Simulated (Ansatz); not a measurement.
WSe$_{2}$ (space group Fm-3m, No. 225; ferromagnetic; a hypothetical phase, not in the database extracts checked)

```cif
data_Se2W
_chemical_formula_sum 'W1 Se2'
_space_group_name_H-M_alt 'P 1'
_space_group_IT_number 1
_cell_length_a 4.36131
_cell_length_b 4.36131
_cell_length_c 4.36131
_cell_angle_alpha 60.000
_cell_angle_beta 60.000
_cell_angle_gamma 60.000
loop_
_space_group_symop_operation_xyz
  'x, y, z'
loop_
_atom_site_label
_atom_site_type_symbol
_atom_site_fract_x
_atom_site_fract_y
_atom_site_fract_z
_atom_site_occupancy
W1 W 0.00000 0.00000 0.00000 1
Se1 Se 0.25000 0.25000 0.25000 1
Se2 Se 0.75000 0.75000 0.75000 1
```

Level of theory: PBEsol/PAW in Ansatz (an electronic-structure program), no SOC, earlier PAW set. Settings: 13×13×13 k-points, 0.05 eV Fermi–Dirac smearing.

```yaml
volume_per_atom: 19.55 Å³
density: 9.67 g/cm³
band_gap: zero
magnetic_state: ferromagnetic
total_energy: -7035.176 eV/atom (σ→0; compares only within this code and set-up)
```

The magnetic state is the one reached from the starting moments; the real material's order can differ, and small cells can't hold many antiferromagnetic ones. No phonon test of stability was made.
